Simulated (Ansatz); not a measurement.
For AlP (model structure, started from the beta GaS type, P6₃/mmc, No. 194, 8 atoms in the cell), PBEsol (plane waves, PAW; Ansatz, a program for electronic structure) gives:

| Quantity | Result |
|---|---|
| lattice parameter a | 3.903 Å |
| c axis length | 14.140 Å |

Task: What does PBE-D3(BJ) (Ansatz, PAW) give for the same quantities?

Result: 
- lattice constant a: 3.890 Å (shrinks by 0.3 %)
- lattice parameter c: 13.466 Å (falls by 4.8 %)

Changes are worked out from the printed values.

Unless a cell is named, each level is at its own relaxed cell (PBEsol 23.32, PBE-D3(BJ) 22.06 Å³/atom).

Ansatz's density-functional and Hartree–Fock values are scalar-relativistic unless marked +SOC, with PAW data made under PBE.

A model structure was made by putting elements into a prototype or built by hand; it is no filed structure, need not be a known phase, and can be a saddle point held by its symmetry.
